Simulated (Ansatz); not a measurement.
The starting structures come from a database of crystals and need not be the phases stable at ambient conditions.

The decay constant κ of evanescent states in the gap governs leakage through a thin film.

Data:

```
CELL_PARAMETERS angstrom
      5.58400     0.00000     0.00000
      2.79200    12.39661     0.00000
      2.79200     0.00000     2.79200
ATOMIC_POSITIONS crystal
  Ba 0.00000 0.00000 0.00000
  Ta 0.41124 0.17753 0.00000
  Ta 0.58876 0.82247 0.00000
  Bi 0.20081 0.59838 0.00000
  Bi 0.79919 0.40162 0.00000
  O  0.08141 0.83718 0.50000
  O  0.91859 0.16282 0.50000
  O  0.58141 0.83718 0.50000
  O  0.41859 0.16282 0.50000
  O  0.75000 0.50000 0.50000
  O  0.25000 0.50000 0.50000
  O  0.50000 0.00000 0.00000
  O  0.33562 0.32877 0.00000
  O  0.66438 0.67123 0.00000
```

Space group of this cell: I4/mmm. The cell was relaxed by PBE-D3(BJ); by r2SCAN its mean pressure is -1.8 GPa.

Transport runs along the normal of the first two printed cell vectors, the (110) plane of the conventional cell.

The gap is the functional's own. No spin-orbit coupling. Mid-gap values are interpolated on the energy grid.

Q: Give the band gap and the smallest decay constant κ at mid-gap that r2SCAN run with Ansatz (a program for electronic structure) yields.

A: Gap 2.62 eV on a 12×12×12 mesh; κ = 0.250 1/Å, at the zone centre.
